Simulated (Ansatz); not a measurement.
## The (11-20) surface of hcp Be in its 1x1 cell, outermost plane spacing 1.13 Å in the ideal cut

Method: r2SCAN, at the PBE geometry (plane waves to 500 eV, PAW; Ansatz, an electronic-structure program).

Slab: 20 atoms, 10.2 Å thick at the start (thin: gaps and levels are the slab's own); k 11x10x1, smearing 0.1 eV, dipole-corrected; single point; on the structure that PBE left under its start's symmetry; no spin, no spin-orbit, no U.

```yaml
surface energy (mean of both faces): 2.16 J/m²
work_function_of_the_top_face: 4.04 eV
cost: about 50 core-seconds (a rough figure)
```
